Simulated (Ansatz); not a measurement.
InAs (model structure, started from the beta GaS type, P6₃/mmc, No. 194, 8 atoms in the cell): equilibrium lattice constant a by level of theory

No measured value is used here.

| level (code) | value (Å) |
|---|---|
| PBE (Ansatz) | 4.417 |
| PBEsol (Ansatz) | (withheld) |
| PBE-D3(BJ) (Ansatz) | 4.360 |

Complete the blanks.


- PBEsol (Ansatz, an electronic-structure program), value (Å): 4.346

Ansatz's density-functional and Hartree–Fock values are scalar-relativistic unless marked +SOC, with PAW data made under PBE.

A model structure was made by putting elements into a prototype or built by hand; it is no filed structure, need not be a known phase, and can be a saddle point held by its symmetry.
